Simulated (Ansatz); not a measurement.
## TlBr: pressure series

Start from TlBr in the CsCl type structure (space group Pm-3m, No. 221; a = 4.053 Å).

Cell and atoms are relaxed at each pressure.

Computed with PBE (Ansatz, a program for electronic structure; PAW; 420 eV plane waves; no spin-orbit coupling).

Candidates:
(a) pressure −2 GPa
(b) pressure 15 GPa
(c) pressure 2.1 GPa
(d) pressure 22.5 GPa
(e) pressure 9 GPa

Base values:

```
Item       Result
--------  -------
Band gap  1.99 eV
```

Question: Order them by band gap, highest first.

Answer: (a) pressure −2 GPa (2.28 eV), (c) pressure 2.1 GPa (1.77 eV), (e) pressure 9 GPa (1.16 eV), (b) pressure 15 GPa (0.60 eV), (d) pressure 22.5 GPa (zero)

Spin-orbit coupling, missing from the scalar runs, can matter with Tl. Load acts through the strain it causes; cell and atoms are relaxed under it. Whether these cells are dynamically stable was not tested. Competing high-pressure phases were not computed. All final runs are without spin polarisation. Gaps under 0.05 eV, about the width of the smearing, are given as zero. A zero or small gap of TlBr under pressure 22.5 GPa can be the functional's error rather than a property of the material.
